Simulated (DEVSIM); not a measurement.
Structure: Ni/Al2O3/p-Si capacitor, at 250 K.

```csv
layer (left to right),material,thickness (nm),Na (cm⁻³)
1,Al2O3,7.80,-
2,Si,720,6.4e17
```

Metal gate on the left, work function 5.1 eV. Fixed charge at the semiconductor interface -7.4e11 cm⁻² (in units of +e); no interface traps.

The device is made up for the run: typed textbook-type constants, with dimensions and the other settings drawn at random. Values at 300 K; Nc and Nv go as T^1.5, mobilities as T to minus their exponent, the gap by Varshni's rule with the affinity fixed.

```
parameter         Al2O3        Si
----------------  -----  --------
gap (eV)            6.8     1.124
affinity (eV)      1.35      4.05
permittivity          9      11.7
Nc (cm⁻³)             -   2.86e19
Nv (cm⁻³)             -    3.1e19
Varshni α (eV/K)      -  0.000473
Varshni β (K)         -       636
```

Simulated with DEVSIM: 1D Poisson equation in equilibrium, Boltzmann statistics, complete ionisation; no quantum confinement or tunnelling. Metal contacts follow the ideal Schottky-Mott rule: no Fermi-level pinning, no interface dipoles.

The interface trap density was swept, all else fixed.

| interface trap density (cm^-2 eV^-1) | flat-band voltage (V) | minimum of the low-frequency capacitance (μF/cm²) | threshold voltage (band bending 2φF) (V) |
|---|---|---|---|
| 0 | 0.11 | 0.202 | 1.53 |
| 1e10 | 0.11 | 0.203 | 1.53 |
| 1e11 | 0.10 | 0.212 | 1.54 |
| 3e11 | 0.08 | 0.232 | 1.56 |
| 1e12 | 0.03 | 0.294 | 1.61 |
| 2e12 | -0.05 | 0.367 | 1.69 |

From the first row to the last the flat-band voltage goes from 0.11 to -0.05. From the first row to the last the minimum of the low-frequency capacitance goes from 0.202 to 0.367.
